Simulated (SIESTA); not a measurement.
SIESTA run on YCo2Ge2 (I4/mmm, 5 atoms in the cell): self-consistent single point.

Level of theory: SIESTA with LDA PW92, numerical atomic orbitals DZP, PseudoDojo LDA standard norm-conserving potentials (rewritten from UPF to PSML).

The change in words: lattice scaled by 0.98. Reference geometry:
```
CELL_PARAMETERS angstrom
     -1.97187     1.97187     5.04209
      1.97187    -1.97187     5.04209
      1.97187     1.97187    -5.04209
ATOMIC_POSITIONS crystal
  Y  0.00000 0.00000 0.00000
  Co 0.75000 0.25000 0.50000
  Co 0.25000 0.75000 0.50000
  Ge 0.62888 0.62888 0.00000
  Ge 0.37112 0.37112 0.00000
```

Reference input (self-consistent single point, DFT, LDA PW92, numerical atomic orbitals DZP, PseudoDojo LDA standard norm-conserving potentials (rewritten from UPF to PSML)): XC.functional = LDA; XC.authors = PW92; potentials = PseudoDojo LDA standard; PAO.BasisSize = DZP; PAO.EnergyShift = 0.01 Ry; MeshCutoff = 300 Ry; kgrid.MonkhorstPack = 7 7 7; OccupationFunction = MP; OccupationMPOrder = 0; ElectronicTemperature = 2320.9 K; MaxSCFIterations = 150; SCF.Mixer.Method = Pulay. This run's input differs from it in these lines:

```diff
@@ -11,7 +11,7 @@
 %endblock ChemicalSpeciesLabel
-LatticeConstant              5.761876 Ang
+LatticeConstant              5.646638 Ang
 %block LatticeVectors
-    -0.342227254    0.342227254    0.875077666
-     0.342227254   -0.342227254    0.875077666
-     0.342227254    0.342227254   -0.875077666
+    -0.342227357    0.342227357    0.875077701
+     0.342227357   -0.342227357    0.875077701
+     0.342227357    0.342227357   -0.875077701
 %endblock LatticeVectors
```

The program printed (abridged):

```
        iscf     Eharris(eV)        E_KS(eV)     FreeEng(eV)     dDmax    Ef(eV) dHmax(eV)
   scf:    1   -14183.276233   -14257.348306   -14257.414805  2.086348 -3.247833 25.979541
   scf:    2   -14195.008300   -14265.257196   -14265.321782  1.107227 -5.672541 19.207857
   scf:    3   -14285.570911   -14283.773855   -14283.843532  0.365747 -4.660206  2.494953
   scf:    4   -14284.243065   -14284.117248   -14284.192258  0.104119 -4.859186  0.896950
   scf:    5   -14284.143261   -14284.133967   -14284.208915  0.009749 -4.833485  0.641415
   [... 3 lines left out ...]
   scf:    9   -14284.142916   -14284.143006   -14284.220280  0.006540 -4.851673  0.002892
   scf:   10   -14284.142936   -14284.142974   -14284.220277  0.000390 -4.852073  0.007525
   scf:   11   -14284.143007   -14284.142991   -14284.220280  0.000232 -4.851897  0.002256
   scf:   12   -14284.143000   -14284.142996   -14284.220281  0.000092 -4.851859  0.000105
SCF Convergence by DM+H criterion
max |DM_out - DM_in|         :     0.0000920091
max |H_out - H_in|      (eV) :     0.0001054692
SCF cycle converged after 12 iterations

Using DM_out to compute the final energy and forces

siesta: E_KS(eV) =           -14284.1430

siesta: E_KS - E_eggbox =    -14284.1430

siesta: Atomic forces (eV/Ang):
     1    0.000000   -0.000000    0.000000
     2   -0.001159    0.001159    0.000000
     3    0.001159   -0.001159   -0.000000
     4   -0.000759   -0.000759   -0.275046
     5    0.000759    0.000759    0.275046
   Tot   -0.000000    0.000000    0.000000
   Max    0.275046
   Res    0.100435    sqrt( Sum f_i^2 / 3N )
   Max    0.275046    constrained

Stress tensor Voigt[x,y,z,yz,xz,xy] (kbar):      -30.89      -30.89      -18.81       -0.10       -0.10        0.14
   [... lines left out ...]
siesta: FreeEng =    -14284.220281
   [... lines left out ...]
siesta:    -0.019280    0.000090   -0.000060
siesta:     0.000090   -0.019280   -0.000060
siesta:    -0.000060   -0.000060   -0.011741

siesta: Cell volume =         73.808418 Ang**3

siesta: Pressure (static):
siesta:                Solid            Molecule  Units
siesta:           0.00018262          0.00021686  Ry/Bohr**3
siesta:           0.01676737          0.01991132  eV/Ang**3
siesta:          26.86429607         31.90145342  kBar
```

The run converged in 12 iterations. Against the reference run the free energy goes down by 12.9 meV/atom, the pressure goes from -6.74 to 2.69 GPa and the largest force goes from 0.216 to 0.275 eV/Å.

The starting cell comes from a database of computed structures (which also holds hypothetical and non-ambient phases and stackings), without a prior relaxation at this level. Its lattice was rescaled by a random factor within 2.5 % of one. For this run, on top of that: lattice scaled by 0.98. Spin polarisation is off. Values carry the incompleteness of an atom-centred basis.

Cost on one core of a shared machine: roughly 70 s.
